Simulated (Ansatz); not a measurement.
Start from CuI in the zinc blende structure (space group F-43m, No. 216; a = 5.939 Å).

All numbers come from Ansatz (a first-principles code) PBEsol, scalar-relativistic without spin-orbit coupling.

For the base:

- Shortest interatomic distance = 2.572 Å
- Valley order = Γ 1.17 eV; L along ⟨111⟩ 2.11 eV; X along ⟨100⟩ 2.47 eV

The change: cell and atoms relaxed at a pressure of 30 GPa.

### Question
Estimate the effect on the shortest interatomic distance and valley order.

### Answer
The shortest interatomic distance drops by 0.236 Å (2.572 Å → 2.336 Å); the valley order (the lowest conduction-band minima on the path, energy above the VBM, named in the base's zone) changes from Γ 1.17 eV; L along ⟨111⟩ 2.11 eV; X along ⟨100⟩ 2.47 eV to X along ⟨100⟩ 1.75 eV; Γ 2.17 eV; L along ⟨111⟩ 2.32 eV.

Spin-orbit coupling, missing from the scalar runs, can matter with I. The levels and masses belong to the bands next to the band gap. Load acts through the strain it causes; cell and atoms are relaxed under it. Whether these cells are dynamically stable was not tested. Tetrahedral semiconductors of this kind turn to denser phases somewhere between about 1 and 50 GPa; those were not computed, so compressed cells here can lie past the real transition. All final runs are without spin polarisation.
